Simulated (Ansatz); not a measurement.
System: GeS (model structure, started from the litharge type, P4/nmm, No. 129, 4 atoms in the cell). Method: LDA (Ansatz, a quantum-chemistry and plane-wave program, plane waves, PAW).

Run with plane-wave cutoff 520 eV, 12×12×14 k mesh (along the axes of the cell as run), Fermi–Dirac smearing 0.05 eV, scalar-relativistic PAW data made under PBE.

Cell (relaxed with PBE-D3(BJ)):

```cif
data_Ge2S2
_chemical_formula_sum 'Ge2 S2'
_space_group_name_H-M_alt 'P 1'
_space_group_IT_number 1
_cell_length_a 4.62545
_cell_length_b 4.62545
_cell_length_c 3.97578
_cell_angle_alpha 90.000
_cell_angle_beta 90.000
_cell_angle_gamma 90.000
loop_
_space_group_symop_operation_xyz
  'x, y, z'
loop_
_atom_site_label
_atom_site_type_symbol
_atom_site_fract_x
_atom_site_fract_y
_atom_site_fract_z
_atom_site_occupancy
Ge1 Ge 0.50000 0.00000 0.27400 1
Ge2 Ge 0.00000 0.50000 0.72600 1
S1 S 0.00000 0.00000 0.00000 1
S2 S 0.50000 0.50000 0.00000 1
```

Q: Give the computed band gap and Γ–Γ gap.

A: 
band gap: 0.27 eV (on the SCF k mesh)
Γ–Γ gap: 1.97 eV

Note: the relaxation could raise the start's symmetry but not lower it, so the cell can be a saddle point; cell and atoms aren't relaxed at this level (pressure -3.6 GPa).

Spin–orbit coupling is not included.

Static lattice: no zero-point or thermal effects.

It cost very roughly 30 core-seconds of CPU time.

A model structure was made by putting elements into a prototype or built by hand; it is no filed structure, need not be a known phase, and can be a saddle point held by its symmetry.
